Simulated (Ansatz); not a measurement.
**InAgTe2 under a change: biaxial strain −0.90 %, plane normal [001], relaxed out of plane**

The parent structure is InAgTe₂ in the chalcopyrite structure (space group I-42d, No. 122; a = 6.4311 Å, c = 12.7674 Å). Axes: x, y, z lie along a, b, c of the conventional cell.

One thing is altered: biaxial strain −0.90 %, plane normal [001], relaxed out of plane (Cartesian); in-plane vectors clamped, the third vector and the atoms free.

Calculations: PBEsol (Ansatz, an electronic-structure program), no spin-orbit coupling. k-mesh 7×7×7 (Γ-centred); smearing 0.05 eV (Fermi–Dirac).

The volume per atom shrinks by 0.19 Å³ to 32.81 Å³ and the shortest interatomic distance decreases by 0.007 Å to 2.739 Å. The energy goes up by 0.7 meV/atom and the pressure (mean of the normal stresses, compression positive) goes from zero to 0.26 GPa. The band gap increases by 0.04 eV, from 0.08 eV to 0.12 eV and the gap character is still direct at Γ. The width of the top valence band drops by 0.057 eV (1.05 eV → 1.00 eV) and the valence-band top at Γ (three highest levels, from the VBM) changes from 0.00, -0.07, -0.07 eV to 0.00, 0.00, 0.00 eV. The out-of-plane strain comes out as +1.24 % and the ratio −ε⊥/ε∥ comes out as 1.38.

Final structure (turned so that z lies along the plane normal):

```xyz
8
Lattice="6.3732 0.0000 0.0000 0.0000 6.3732 0.0000 3.1866 -3.1866 6.4630" Properties=species:S:1:pos:R:3 pbc="T T T"
Ag     3.1866     0.0000     3.2315
Ag     0.0000     0.0000     0.0000
In     6.3732     3.1866     3.2315
In     3.1866     3.1866     0.0000
Te     4.7205     1.5933     4.8473
Te     8.0259    -1.5933     4.8473
Te     1.5933     1.5339     1.6158
Te     4.7799     4.8393     1.6158
```

With Te present, leaving out spin-orbit coupling can change the band edges. No phonon test of stability was made. A zero or small gap of InAgTe2 can be the functional's error rather than a property of the material.
